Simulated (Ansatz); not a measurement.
# A constructed model of the (111) surface of fcc Ni, ferromagnetic, a pseudomorphic layer of Sn in the host's stacking (bottom of the slab: a bare face, its two planes held)

These are PBE (plane waves to 420 eV, PAW; Ansatz, an electronic-structure program) values and carry that method's errors.

Set-up: 7 atoms, 12.5 Å thick at the start; mesh 17x17x1; 0.1 eV smearing; dipole correction on; 2 atoms held, the rest relaxed; held to the start's symmetry, so lower structures may exist; spin-polarised, ending with about 3.4 μB a cell; orders that need a larger cell were not tried, no spin-orbit, no U. It is one candidate, not shown to be the stable structure of the face.

```yaml
work_function_of_the_top_face: 3.17 eV
energy_released_by_relaxation: 0.001 eV
magnetic_moment_of_the_cell: 3.45 μB
cost: around 4 core-minutes (rough)
```
